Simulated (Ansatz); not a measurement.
Input:

```
MgS
1.0
    3.60552     0.00000     0.00000
    0.00000     3.60552     0.00000
    1.80276    -1.80276     2.63305
Mg S
1 1
Direct
  0.00000   0.00000   0.00000
  0.50000   0.50000   0.00000
```

No spin polarisation.

Calculations: Ansatz (a first-principles code) r2SCAN, no SOC. k-mesh 11×11×11 (Γ-centred); smearing 0.05 eV (Fermi–Dirac).

Problem. Predict the in-plane stress and band gap.

Solution. The mean in-plane stress (compression positive) comes out as +3.9 GPa. The band gap comes out as 3.38 eV.

The cells carry an imposed strain or load. Stability against distortions was not tested. The cell was made from MgS in the rock salt structure (space group Fm-3m, No. 225) by this change: biaxial strain −2.00 %, plane normal [001], relaxed out of plane.
